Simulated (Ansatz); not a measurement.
TaBr5 (C2/m, No. 12), treated with r²SCAN (Ansatz, an electronic-structure program, plane waves, PAW).

Run with plane-wave cutoff 560 eV, 4×4×6 k mesh (along the axes of the cell as run), Fermi–Dirac smearing 0.01 eV, scalar-relativistic PAW data made under PBE.

Cell (relaxed at this level):

```cif
data_Br60Ta12
_chemical_formula_sum 'Ta12 Br60'
_space_group_name_H-M_alt 'C2/m'
_space_group_IT_number 12
_space_group_name_Hall '-C 2y'
_cell_length_a 20.04065
_cell_length_b 19.08087
_cell_length_c 6.35815
_cell_angle_alpha 90.000
_cell_angle_beta 90.670
_cell_angle_gamma 90.000
loop_
_atom_site_label
_atom_site_type_symbol
_atom_site_symmetry_multiplicity
_atom_site_Wyckoff_symbol
_atom_site_fract_x
_atom_site_fract_y
_atom_site_fract_z
_atom_site_occupancy
Ta1 Ta 4 h 0.50000 0.10944 0.50000 1
Ta2 Ta 8 j 0.33312 0.39057 0.01754 1
Br1 Br 4 i 0.11657 0.00000 0.20217 1
Br2 Br 8 j 0.11262 0.18961 0.22112 1
Br3 Br 8 j 0.06671 0.09806 0.75373 1
Br4 Br 8 j 0.27879 0.31028 0.25552 1
Br5 Br 4 i 0.21706 0.00000 0.76225 1
Br6 Br 8 j 0.10021 0.40214 0.27881 1
Br7 Br 8 j 0.26712 0.09782 0.21088 1
Br8 Br 8 j 0.44573 0.18980 0.25819 1
Br9 Br 4 i 0.44975 0.00000 0.27602 1
```
(The calculation used a cell of 36 atoms; values per cell refer to that cell.)

Problem. Predict the band gap, smallest direct gap on the k points sampled and direct gap at Γ.

Solution. 
band gap: 2.28 eV
smallest direct gap on the k points sampled: 2.31 eV
direct gap at Γ: 2.32 eV

Note: for a layered or molecular solid the relaxed cell lies over 5 % above the published volume, where the minimum can be shallow; the cell comes from a level without a dispersion term, which matters for the spacing of layers, chains or molecules; the volume lies 7 % above that of the published cell.

Spin–orbit coupling is not included.

Computed values are for the static lattice.
